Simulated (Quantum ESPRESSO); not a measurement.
Quantum ESPRESSO run on TaGaNi₆ (P4/mmm, 8 atoms in the cell): self-consistent single point.

Method: PBEsol, GBRV 1.5 ultrasoft (PBESOL) pseudopotentials (plane waves; Quantum ESPRESSO).

The change in words: lattice scaled by 0.98. Reference geometry:
```
TaGaNi6
1.0
    3.65600     0.00000     0.00000
    0.00000     3.65600     0.00000
    0.00000     0.00000     7.24997
Ta Ga Ni
1 1 6
Direct
  0.00000   0.00000   0.50000
  0.00000   0.00000   0.00000
  0.50000   0.50000   0.00000
  0.50000   0.50000   0.50000
  0.50000   0.00000   0.24671
  0.50000   0.00000   0.75329
  0.00000   0.50000   0.24671
  0.00000   0.50000   0.75329
```

Reference input (self-consistent single point, DFT, PBEsol, plane waves, GBRV 1.5 ultrasoft (PBESOL) pseudopotentials): ecutwfc = 50 Ry; ecutrho = 400 Ry; occupations = smearing; smearing = gauss; degauss = 0.0099958 Ry; K_POINTS = automatic 6 6 3 0 0 0; conv_thr = 1e-10 Ry; mixing_beta = 0.7. This run's input differs from it in these lines:

```diff
@@ -27,10 +27,10 @@
 ATOMIC_POSITIONS {bohr}
-Ta    0.00000000    0.00000000    6.85022508
+Ta    0.00000000    0.00000000    6.71322088
 Ga    0.00000000    0.00000000    0.00000000
-Ni    3.45442125    3.45442125    0.00000000
-Ni    3.45442125    3.45442125    6.85022508
-Ni    3.45442125    0.00000000    3.38003806
-Ni    3.45442125    0.00000000   10.32041210
-Ni    0.00000000    3.45442125    3.38003806
-Ni    0.00000000    3.45442125   10.32041210
+Ni    3.38533286    3.38533286    0.00000000
+Ni    3.38533286    3.38533286    6.71322088
+Ni    3.38533286    0.00000000    3.31243745
+Ni    3.38533286    0.00000000   10.11400431
+Ni    0.00000000    3.38533286    3.31243745
+Ni    0.00000000    3.38533286   10.11400431
 K_POINTS {automatic}
@@ -38,5 +38,5 @@
 CELL_PARAMETERS {angstrom}
-   3.65600200     0.00000000     0.00000000
-   0.00000000     3.65600200     0.00000000
-   0.00000000     0.00000000     7.24996600
+   3.58288200     0.00000000     0.00000000
+   0.00000000     3.58288200     0.00000000
+   0.00000000     0.00000000     7.10496700
```

Log, with long lists cut:

```
     Self-consistent Calculation

     iteration #  1     ecut=    50.00 Ry     beta= 0.70

     negative rho (up, down):  9.778E-02 0.000E+00

     total energy              =   -2458.92973532 Ry
     estimated scf accuracy    <     240.91941004 Ry

     iteration #  2     ecut=    50.00 Ry     beta= 0.70

     negative rho (up, down):  6.987E-02 0.000E+00

     total energy              =   -2569.18524146 Ry
     estimated scf accuracy    <     490.38460524 Ry

     iteration #  3     ecut=    50.00 Ry     beta= 0.70

     negative rho (up, down):  7.523E-02 0.000E+00

     total energy              =   -2596.03137922 Ry
     estimated scf accuracy    <     179.41114289 Ry

   [... 18 blocks of this kind left out ...]

     iteration # 22     ecut=    50.00 Ry     beta= 0.70

     negative rho (up, down):  9.961E-02 0.000E+00

     total energy              =   -2615.50457147 Ry
     estimated scf accuracy    <          1.7E-09 Ry

     iteration # 23     ecut=    50.00 Ry     beta= 0.70

     negative rho (up, down):  9.961E-02 0.000E+00
     End of self-consistent calculation

   [... 8 lines left out ...]

   [... 8 lines left out ...]

     the Fermi energy is    19.1425 ev

!    total energy              =   -2615.50457147 Ry
     estimated scf accuracy    <          4.0E-12 Ry
     smearing contrib. (-TS)   =      -0.00100641 Ry
     internal energy E=F+TS    =   -2615.50356506 Ry

     convergence has been achieved in  23 iterations

     negative rho (up, down):  9.961E-02 0.000E+00

     Forces acting on atoms (cartesian axes, Ry/au):

     atom    1 type  1   force =     0.00000000    0.00000000    0.00000000
     atom    2 type  2   force =     0.00000000    0.00000000    0.00000000
     atom    3 type  3   force =     0.00000000    0.00000000    0.00000000
     atom    4 type  3   force =     0.00000000    0.00000000    0.00000000
   [... lines left out ...]
     Total force =     0.002507     Total SCF correction =     0.000008
   [... lines left out ...]

     negative rho (up, down):  9.961E-02 0.000E+00
          total   stress  (Ry/bohr**3)                   (kbar)     P=        2.86
   0.00004184   0.00000000   0.00000000            6.15        0.00        0.00
   0.00000000   0.00004184   0.00000000            0.00        6.15        0.00
   0.00000000   0.00000000  -0.00002539            0.00        0.00       -3.74

   JOB DONE.
```

The run converged in 23 iterations. Against the reference run the free energy goes down by 26.2 meV/atom, the pressure goes from -11.86 to 0.29 GPa and the largest force goes from 0.168 to 0.032 eV/Å.

The starting cell comes from a database of computed structures (which also holds hypothetical and non-ambient phases and stackings), without a prior relaxation at this level. Its lattice was rescaled by a random factor within 2.5 % of one. For this run, on top of that: lattice scaled by 0.98. Spin polarisation is off.

Cost on one core of a shared machine: roughly 6 min.
